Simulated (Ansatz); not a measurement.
**TlMnCl3 (Pm-3m, No. 221, 5 atoms in the cell; start mp-570290)**

These are LDA (plane waves, PAW; Ansatz, an electronic-structure program) values and carry that method's errors.

Settings: plane-wave cutoff 520 eV, 8×8×8 k mesh, Fermi–Dirac smearing 0.01 eV, spin-polarised start, scalar-relativistic PAW data made under PBE.

Cell (relaxed at this level):

```yaml
crystal:
  lattice:
    - [4.85794, 0.00000, 0.00000]
    - [0.00000, 4.85794, 0.00000]
    - [0.00000, 0.00000, 4.85794]
  atoms:
    - { symbol: Mn, position: [0.50000, 0.50000, 0.50000] }
    - { symbol: Tl, position: [0.00000, 0.00000, 0.00000] }
    - { symbol: Cl, position: [0.00000, 0.50000, 0.50000] }
    - { symbol: Cl, position: [0.50000, 0.00000, 0.50000] }
    - { symbol: Cl, position: [0.50000, 0.50000, 0.00000] }
```

* **bulk modulus B0**: 38.0 GPa

Note: the magnetic order was assumed, not searched for or taken from measurement; the bulk modulus is −V dP/dV from two relaxed cells at ±2 % in volume; the relaxation could not lower the start's symmetry, so the cell can be a saddle point above a distorted one; functionals without U or exact exchange can leave correlated insulators metallic, so the missing gap need not be real.

Spin–orbit coupling is not included; it can open a gap where bands touch, and shift volumes and moduli.

The result took very roughly 2.4 core-minutes.

A start named mp-… is a Materials Project structure, which need not be a measured phase.
